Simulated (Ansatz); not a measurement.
**PbF2 under a change: uniaxial strain ε_zz = −3.00 %**

Take PbF₂ in the fluorite structure (space group Fm-3m, No. 225; a = 5.899 Å) as the base. Axes: x, y, z lie along the cube axes.

Modification: the cell is compressed by 3.00 % along z with no lateral relaxation; the atoms relax in the strained cell.

Calculations: PBEsol (Ansatz, a first-principles code, PAW, spin-orbit coupling left out). Γ-centred 10×10×10 mesh, Fermi–Dirac width 0.05 eV.

```csv
quantity,base,changed,shift
volume per atom,17.10 Å³,16.59 Å³,-0.51 Å³
energy relative to the base (free energy F),0 meV/atom,+5.6 meV/atom,+5.6 meV/atom
"pressure (mean of the normal stresses, compression positive)",-0.01 GPa,2.46 GPa,+2.47 GPa
band gap,4.31 eV,4.17 eV,-0.135 eV
gap character,–,"indirect, P → M",–
"stress (xx, yy, zz, yz, xz, xy; compression positive)",–,"(1.93, 1.93, 3.53, 0.00, 0.00, 0.00) GPa",–
```

Final structure:

```yaml
crystal:
  lattice:
    - [0.00000, 2.94934, 2.86086]
    - [2.94934, 0.00000, 2.86086]
    - [2.94934, 2.94934, 0.00000]
  atoms:
    - { symbol: Pb, position: [0.00000, 0.00000, 0.00000] }
    - { symbol: F, position: [0.25000, 0.25000, 0.25000] }
    - { symbol: F, position: [0.75000, 0.75000, 0.75000] }
```

Spin-orbit coupling, missing from the scalar runs, can matter with Pb. Stability against distortions was not tested. k-point labels follow each cell's own Brillouin zone.
